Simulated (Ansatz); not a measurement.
**Ru2Si: pressure series**

The parent structure is Ru2Si (space group Pnma, No. 62; a = 5.235 Å, b = 3.991 Å, c = 7.387 Å; a cell from a computed database, its experimental status unchecked).

Cell and atoms are relaxed at each pressure.

Method: PBEsol (Ansatz, a program for electronic structure), without spin-orbit coupling.

Notes on the quantities. enthalpy: H = E + PV relative to the base's energy.

| variant | enthalpy | volume per atom |
|---|---|---|
| base | – | 12.86 Å³ |
| pressure −2 GPa | -0.16 eV/atom | 12.96 Å³ |
| pressure −1 GPa | -0.08 eV/atom | 12.91 Å³ |
| pressure 0.3 GPa | +0.02 eV/atom | 12.85 Å³ |
| pressure 0.7 GPa | +0.06 eV/atom | 12.83 Å³ |
| pressure 1.5 GPa | +0.12 eV/atom | 12.80 Å³ |
| pressure 3 GPa | +0.24 eV/atom | 12.73 Å³ |
| pressure 5 GPa | +0.40 eV/atom | 12.65 Å³ |
| pressure 7.5 GPa | +0.59 eV/atom | 12.55 Å³ |
| pressure 10 GPa | +0.79 eV/atom | ? |

Problem. Complete the table.

Solution. 
- pressure 10 GPa, volume per atom: 12.45 Å³

Load acts through the strain it causes; cell and atoms are relaxed under it. Stability against distortions was not tested. No other phases were tried under pressure. All final runs are without spin polarisation.
